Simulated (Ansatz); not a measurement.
AlN (Fm-3m, No. 225, 2 atoms in the cell; start mp-1330; high-pressure phase), treated with r²SCAN in Ansatz (PAW).

Settings: plane-wave cutoff 600 eV, 14×14×14 k mesh, scalar-relativistic PAW data made under PBE.

Cell (relaxed at this level):

```xyz
2
Lattice="0.0000 2.0189 2.0189 2.0189 0.0000 2.0189 2.0189 2.0189 0.0000" Properties=species:S:1:pos:R:3 pbc="T T T"
Al     2.0189     2.0189     2.0189
N      0.0000     0.0000     0.0000
```

Task: What does this level give for the Voigt–Reuss–Hill bulk modulus, polycrystal shear modulus (Hill average), Young modulus and Poisson ratio?

Result: 
* **Voigt–Reuss–Hill bulk modulus**: 276 GPa
* **polycrystal shear modulus (Hill average)**: 239 GPa
* **Young modulus**: 557 GPa
* **Poisson ratio**: 0.163

Note: the relaxation could not lower the start's symmetry, so the cell can be a saddle point above a distorted one.

Elastic constants are with the ions relaxed.

A start named mp-… is a Materials Project structure, which need not be a measured phase.

Ansatz is a program for electronic structure.
